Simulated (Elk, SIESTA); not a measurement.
A SIESTA input for a self-consistent single point of Nb₃B₄ (Immm, 7 atoms in the cell) (DFT, LDA PW92, numerical atomic orbitals DZP, PseudoDojo LDA standard norm-conserving potentials (rewritten from UPF to PSML)):

```
# files in the folder: Nb.psml B.psml (PseudoDojo LDA standard)
SystemName  Nb3B4
SystemLabel nb3b4

NumberOfAtoms                7
NumberOfSpecies              2
%block ChemicalSpeciesLabel
  1 41 Nb
  2 5 B
%endblock ChemicalSpeciesLabel
LatticeConstant              1.0 Bohr
%block LatticeVectors
    -3.011091497    3.165232677   13.508425633
     3.011091497   -3.165232677   13.508425633
     3.011091497    3.165232677  -13.508425633
%endblock LatticeVectors
AtomicCoordinatesFormat      Ang
%block AtomicCoordinatesAndAtomicSpecies
     1.593401000    0.000000000    2.641458662  1
     0.000000000    1.674969000    4.506892338  1
     0.000000000    0.000000000    0.000000000  1
     0.000000000   -0.000000000    6.227214490  2
    -0.000000000    0.000000000    8.069487510  2
     1.593401000    0.000000000    5.256325457  2
     0.000000000    1.674969000    1.892025543  2
%endblock AtomicCoordinatesAndAtomicSpecies

XC.functional                LDA
XC.authors                   PW92
PAO.BasisSize                DZP
PAO.EnergyShift              0.01 Ry
MeshCutoff                   300 Ry
%block kgrid.MonkhorstPack
    7   0   0  0.0
    0   7   0  0.0
    0   0   7  0.0
%endblock kgrid.MonkhorstPack
OccupationFunction           FD
ElectronicTemperature        1160.45 K

MaxSCFIterations             150
SCF.Mixer.Method             Pulay
SCF.Mixer.Weight             0.25
SCF.Mixer.History            6
SCF.DM.Tolerance             1.0E-05
Diag.ParallelOverK           true
WriteForces                  true
Charge.Mulliken              end
```

Q: Write the same calculation as an input for Elk.

A: One input that does it (others would too):

```
tasks
  0

rmtscf
  0.9

swidth
  0.00367493

maxscl
  100

avec
   -3.0110914967    3.1652326772   13.5084256327
    3.0110914967   -3.1652326772   13.5084256327
    3.0110914967    3.1652326772  -13.5084256327

atoms
  2
  'Nb.in'
  3
  0.1847600000  0.6847600000  0.5000000000    0.0 0.0 0.0
  0.8152400000  0.3152400000  0.5000000000    0.0 0.0 0.0
  0.0000000000  0.0000000000  0.0000000000    0.0 0.0 0.0
  'B.in'
  4
  0.4355700000  0.4355700000  0.0000000000    0.0 0.0 0.0
  0.5644300000  0.5644300000  0.0000000000    0.0 0.0 0.0
  0.3676600000  0.8676600000  0.5000000000    0.0 0.0 0.0
  0.6323400000  0.1323400000  0.5000000000    0.0 0.0 0.0

ngridk
  7 7 7
```

Basis, cutoffs, solver keys and any potentials are the target program's own. This input uses DFT, LDA (PW92), all-electron FP-LAPW, Elk's shipped species files, default APW+lo basis. LDA parametrisations can differ slightly between programs.

The starting cell comes from a database of computed structures (which also holds hypothetical and non-ambient phases and stackings), without a prior relaxation at this level. Its lattice was rescaled by a random factor within 2.5 % of one.
